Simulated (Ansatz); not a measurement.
The starting structures come from a database of crystals and need not be the phases stable at ambient conditions.

 Where the default PAW files enter, the runs use the earlier of Ansatz's two default sets.

The decay constant κ of evanescent states in the gap governs leakage through a thin film.

Input:

```xyz
16
Lattice="4.4631 0.0000 0.0000 0.0000 7.4810 0.0000 0.0000 0.0000 9.3815" Properties=species:S:1:pos:R:3 pbc="T T T"
Ba     3.3473     5.1689     3.6381
Ba     1.1158     2.3121     5.7434
Ba     1.1158     6.0526     8.3288
Ba     3.3473     1.4284     1.0527
H      1.1158     5.8424     5.3351
H      3.3473     1.6386     4.0464
H      3.3473     5.3791     0.6443
H      1.1158     2.1019     8.7372
Cl     1.1158     3.8902     1.5404
Cl     3.3473     3.5908     7.8411
Cl     3.3473     7.3313     6.2312
Cl     1.1158     0.1497     3.1503
O      1.1158     4.8789     5.1826
O      3.3473     2.6021     4.1989
O      3.3473     6.3426     0.4919
O      1.1158     1.1384     8.8896
```

Space group of this cell: Pnma. The cell is taken as given; by r2SCAN its mean pressure is -1.9 GPa.

Transport runs along the normal of the first two printed cell vectors.

The gap is the functional's own. No spin-orbit coupling. Mid-gap values are interpolated on the energy grid.

### Question
Give the band gap and the smallest decay constant κ at mid-gap that r2SCAN in Ansatz (a program for electronic structure) yields.

### Answer
Gap 5.54 eV on a 8×4×4 mesh; κ = 0.402 1/Å, at the zone centre.
